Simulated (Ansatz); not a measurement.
# BN under a change: N vacancy, symmetric start

Start from an 8-atom supercell of BN in the h-BN type structure (space group P6_3/mmc, No. 194; a = 2.5064 Å, c = 6.6147 Å; layered, stacked along the Cartesian z axis) at its relaxed geometry.

Modification: a neutral N vacancy, symmetric start, atoms relaxed at fixed cell.

Level of theory: PBE-D3(BJ) (Ansatz, an electronic-structure program), scalar-relativistic without spin-orbit coupling. Γ-centred 6×9×4 mesh, Fermi–Dirac width 0.01 eV.

```yaml
pressure: -12.4 GPa (base 0.0 GPa)
energy_gained_by_relaxation: 0.18 eV
largest_displacement_of_a_host_atom_from_its_site_in_the_perfect_cell: 0.09 Å
mean_distance_from_the_defect_site_to_its_nearest_host_atoms: 1.39 Å (base 1.45 Å)
```

Final structure:

```xyz
7
Lattice="3.7597 -2.1706 0.0000 1.2532 2.1706 0.0000 0.0000 0.0000 6.6147" Properties=species:S:1:pos:R:3 pbc="T T T"
B      3.7533    -0.7199     1.6537
B      2.5017     1.4499     1.6537
B      1.1846     0.7632     4.9610
B      2.5799    -1.4895     4.9610
N      2.5239     1.4370     4.9610
N      1.2479     0.7266     1.6537
N      2.5006    -1.4437     1.6537
```

Other magnetic orders, which the real material may have, were not ruled out. In so small a cell the defect repeats every few ångströms: this is an ordered compound, not a dilute defect. A case with no gap was solved on a k-mesh chosen for an insulator, which is coarse for it. The defect started on the symmetric site and kept its symmetry, so it may sit on a saddle. Starting moments died away, wholly or in part, for N vacancy; another magnetic solution may exist. The defect cell is spin-polarised and ends with 0.0 μB.
